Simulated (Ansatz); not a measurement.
The parent structure is WSi2 (space group I4/mmm, No. 139; a = 3.185 Å, c = 7.773 Å; relaxed with 0.1 eV smearing).

Method: Kohn–Sham DFT with the LDA functional, run in Ansatz (an electronic-structure program) with PAW and 420 eV plane waves, spin-orbit coupling left out.

Strains are applied to the cell and any free atomic positions relax.

One change was made to it. Results:

```json
[
 {"quantity": "energy relative to the base (free energy F)", "base": "0 meV/atom", "after": "+88 meV/atom"},
 {"quantity": "pressure (mean of the normal stresses, compression positive)", "base": "0.0 GPa", "after": "26.7 GPa"}
]
```

Question: Name the change that was made.
A) isotropic strain −1.50 %
B) isotropic strain +1.50 %
C) isotropic strain +2.00 %
D) isotropic strain −2.50 %
E) isotropic strain −3.00 %

Answer: E, isotropic strain −3.00 %. For comparison, the energy relative to the base in the other runs: isotropic strain +1.50 % gives +19 meV/atom; isotropic strain +2.00 % gives +33 meV/atom; isotropic strain −1.50 % gives +21 meV/atom; isotropic strain −2.50 % gives +60 meV/atom.

Whether these cells are dynamically stable was not tested. All final runs are without spin polarisation.
